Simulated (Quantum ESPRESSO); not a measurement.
A user runs Quantum ESPRESSO on Nb₃Ga₂ (P4/mbm, 10 atoms in the cell) and asks whether the run is sound. The aim is a self-consistent single point with DFT, PBEsol, plane waves, PseudoDojo standard norm-conserving (PBESOL) pseudopotentials.

This input was run:

```fortran
&control
    calculation = 'scf'
    prefix = 'run'
    outdir = './out'
    pseudo_dir = './'
    tprnfor = .true.
    tstress = .true.
/
&system
    ibrav = 0
    nat = 10
    ntyp = 2
    ecutwfc = 85
    occupations = 'smearing'
    smearing = 'marzari-vanderbilt'
    degauss = 0.0073499
/
&electrons
    conv_thr = 1.0d-9
    mixing_beta = 0.7
/
ATOMIC_SPECIES
Nb    92.9064  Nb.upf
Ga    69.7230  Ga.upf
ATOMIC_POSITIONS crystal
Nb    2.383248000    9.003382000    3.347366000
Nb    4.236886000    2.383248000    3.347366000
Nb   10.857020000    4.236886000    3.347366000
Nb    9.003382000   10.857020000    3.347366000
Ga    5.031302000   11.651436000    0.000000000
Ga    1.588832000    5.031302000    0.000000000
Ga    8.208966000    1.588832000    0.000000000
Ga   11.651436000    8.208966000    0.000000000
Nb    0.000000000    0.000000000    0.000000000
Nb    6.620134000    6.620134000    0.000000000
K_POINTS automatic
3 3 6  1 1 1
CELL_PARAMETERS bohr
  13.240267826     0.000000000     0.000000000
   0.000000000    13.240267826     0.000000000
   0.000000000     0.000000000     6.694732742
```

The program printed (abridged):

```
     G-vector sticks info
     --------------------
     sticks:   dense  smooth     PW     G-vecs:    dense   smooth      PW
     Sum        4725    4725   1313               124259   124259   18285

     bravais-lattice index     =            0
     lattice parameter (alat)  =      13.2403  a.u.
   [... lines left out ...]
         4        Nb     tau(   4) = (   9.0033820  10.8570200   1.6925429  )
         5        Ga     tau(   5) = (   5.0313020  11.6514360   0.0000000  )
         6        Ga     tau(   6) = (   1.5888320   5.0313020   0.0000000  )
         7        Ga     tau(   7) = (   8.2089660   1.5888320   0.0000000  )
         8        Ga     tau(   8) = (  11.6514360   8.2089660   0.0000000  )
         9        Nb     tau(   9) = (   0.0000000   0.0000000   0.0000000  )
        10        Nb     tau(  10) = (   6.6201340   6.6201340   0.0000000  )

     number of k points=    27  Marzari-Vanderbilt smearing, width (Ry)=  0.0073
                       cart. coord. in units 2pi/alat
        k(    1) = (   0.1666667   0.1666667   0.1648095), wk =   0.0740741
        k(    2) = (   0.1666667   0.1666667   0.4944285), wk =   0.0740741
        k(    3) = (   0.1666667   0.1666667   0.8240476), wk =   0.0740741
   [... 24 lines left out ...]

     Dense  grid:   124259 G-vectors     FFT dimensions: (  80,  80,  40)

     Initial potential from superposition of free atoms

     starting charge     129.9776, renormalised to     130.0000
     Self-consistent Calculation

     iteration #  1     ecut=    85.00 Ry     beta= 0.70

     total energy              =   -1346.24025083 Ry
     estimated scf accuracy    <       7.12518342 Ry

     iteration #  2     ecut=    85.00 Ry     beta= 0.70

     total energy              =   -1342.13715565 Ry
     estimated scf accuracy    <     135.60961729 Ry

     iteration #  3     ecut=    85.00 Ry     beta= 0.70

     total energy              =   -1350.65156369 Ry
     estimated scf accuracy    <       6.05914982 Ry

   [... 17 blocks of this kind left out ...]

     iteration # 21     ecut=    85.00 Ry     beta= 0.70

     total energy              =   -1351.45270759 Ry
     estimated scf accuracy    <          1.1E-09 Ry

     iteration # 22     ecut=    85.00 Ry     beta= 0.70
     End of self-consistent calculation

     the Fermi energy is    15.8477 ev

!    total energy              =   -1351.45270759 Ry
     estimated scf accuracy    <          1.2E-10 Ry
     smearing contrib. (-TS)   =      -0.00062436 Ry
     internal energy E=F+TS    =   -1351.45208323 Ry

     convergence has been achieved in  22 iterations

     Forces acting on atoms (cartesian axes, Ry/au):

     atom    1 type  1   force =    -0.50884835   -0.10652520    0.47425335
     atom    2 type  1   force =     0.11446534   -0.53757954    0.46097337
     atom    3 type  1   force =     0.44662661    0.27944826    0.55694017
     atom    4 type  1   force =    -0.08984753   -1.06866232    2.23691487
   [... lines left out ...]

     Total force =     8.261625     Total SCF correction =     0.000070

          total   stress  (Ry/bohr**3)                   (kbar)     P=     1534.20
   0.01043766  -0.00041060   0.00006606         1535.43      -60.40        9.72
  -0.00041060   0.01316975  -0.00267919          -60.40     1937.34     -394.12
   0.00006606  -0.00267919   0.00768052            9.72     -394.12     1129.84

   JOB DONE.
```

Is anything amiss in this input, and did it matter?

The run is not sound. The fault is fractional and Cartesian coordinates mixed up. The same three numbers mean different points as fractional and as Cartesian coordinates. To fix it, make label and numbers agree, by changing either. The run converged in 22 iterations without an error; against the sound input the free energy rises by 9.04 eV/atom, the pressure goes from -9.40 to 153.4 GPa and the largest force goes from 0.796 to 95.62 eV/Å.

An input that runs soundly differs in these lines (not the only fix; some lines may just follow from the change or write a value another way):
```diff
-ATOMIC_POSITIONS crystal
-Nb    2.383248000    9.003382000    3.347366000
-Nb    4.236886000    2.383248000    3.347366000
-Nb   10.857020000    4.236886000    3.347366000
-Nb    9.003382000   10.857020000    3.347366000
-Ga    5.031302000   11.651436000    0.000000000
-Ga    1.588832000    5.031302000    0.000000000
-Ga    8.208966000    1.588832000    0.000000000
-Ga   11.651436000    8.208966000    0.000000000
+ATOMIC_POSITIONS bohr
+Nb    2.383248209    9.003382122    3.347366371
+Nb    4.236885704    2.383248209    3.347366371
+Nb   10.857019618    4.236885704    3.347366371
+Nb    9.003382122   10.857019618    3.347366371
+Ga    5.031301774   11.651435687    0.000000000
+Ga    1.588832139    5.031301774    0.000000000
+Ga    8.208966052    1.588832139    0.000000000
+Ga   11.651435687    8.208966052    0.000000000
-Nb    6.620134000    6.620134000    0.000000000
+Nb    6.620133913    6.620133913    0.000000000
```

With that input, the run converged in 13 iterations: free energy E − TS -18477.8950 eV; Fermi level (on the code's own zero) 15.77 eV; pressure -9.40 GPa; largest force (vector length) 0.796 eV/Å (DFT, PBEsol, plane waves, PseudoDojo standard norm-conserving (PBESOL) pseudopotentials).

On the sound input: the starting cell comes from a database of published, mostly measured structures (it also holds non-ambient and calculated ones), without a prior relaxation at this level. Its lattice was rescaled by a random factor within 2.5 % of one. Spin polarisation is off. With a pressure of about -9 GPa the cell is away from its equilibrium volume at this level.
